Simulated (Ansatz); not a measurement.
The starting structures come from a database of crystals and need not be the phases stable at ambient conditions.

Evanescent states of SrHI (P4/nmm, 6 atoms a cell, 25.2 Å³ an atom) along the normal of (111)

Method: r2SCAN (plane waves, PAW; Ansatz, a quantum-chemistry and plane-wave program).

The gap is the functional's own, uncorrected, and κ follows it; spin-orbit coupling is left out. Mid-gap means the computed energy nearest the middle.

Energies count from the valence-band top; κ is the least over a 6×4 mesh across the current.

```
E (eV)  κ (1/Å)  where
------  -------  -----
0.09      0.137  off Γ
0.27      0.210  off Γ
0.45      0.248  off Γ
0.63      0.272  off Γ
0.81      0.290  off Γ
0.99        [?]  off Γ
1.17        [?]  off Γ
1.35        [?]  off Γ
1.53        [?]  off Γ
1.71        [?]  off Γ
1.89        [?]  off Γ
2.07        [?]  off Γ
2.25        [?]  off Γ
2.43        [?]  off Γ
2.61        [?]  off Γ
2.79      0.276  off Γ
2.97      0.251  off Γ
3.15      0.220  off Γ
3.33      0.182  off Γ
3.51      0.126  off Γ
```

Complete the blanks.


- 0.99, κ (1/Å): 0.304
- 1.17, κ (1/Å): 0.315
- 1.35, κ (1/Å): 0.323
- 1.53, κ (1/Å): 0.330
- 1.71, κ (1/Å): 0.335
- 1.89, κ (1/Å): 0.339
- 2.07, κ (1/Å): 0.342
- 2.25, κ (1/Å): 0.333
- 2.43, κ (1/Å): 0.316
- 2.61, κ (1/Å): 0.298
